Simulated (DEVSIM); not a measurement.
System: Al/SiO2/p-InP capacitor, at 300 K.

Layer 1 from the left is SiO2, thickness (nm) 8.80. Layer 2 from the left is InP, thickness (nm) 6200, Na (cm⁻³) 1e16.

Metal gate on the left, work function 4.1 eV. Fixed charge at the semiconductor interface -1.5e10 cm⁻² (in units of +e); no interface traps.

Constants are typed, rounded textbook-type inputs, not results; the design itself was drawn at random and stands for no fabricated device. Values at 300 K.

SiO2: gap (eV) 9, affinity (eV) 0.9, permittivity 3.9. InP: gap (eV) 1.344, affinity (eV) 4.38, permittivity 12.5, Nc (cm⁻³) 5.7e17, Nv (cm⁻³) 1.1e19.

Task: Estimate by hand the flat-band voltage, the threshold voltage, and compare with a numerical solution.

Result: 
- Flat-band voltage: C = 0.392 μF/cm², work-function difference -1.443 V; VFB = φms − qNf/C = -1.44 V; numerical -1.44 V.
- Threshold voltage: φF = 0.529 V, depletion charge √(4εqNφF) = 6.13e-8 C/cm²; VT = VFB + 2φF + Qd/C = -0.22 V; numerical -0.22 V.

DEVSIM, 1D Poisson equation in equilibrium, Boltzmann statistics, complete ionisation; no quantum confinement or tunnelling. Metal contacts follow the ideal Schottky-Mott rule: no Fermi-level pinning, no interface dipoles.
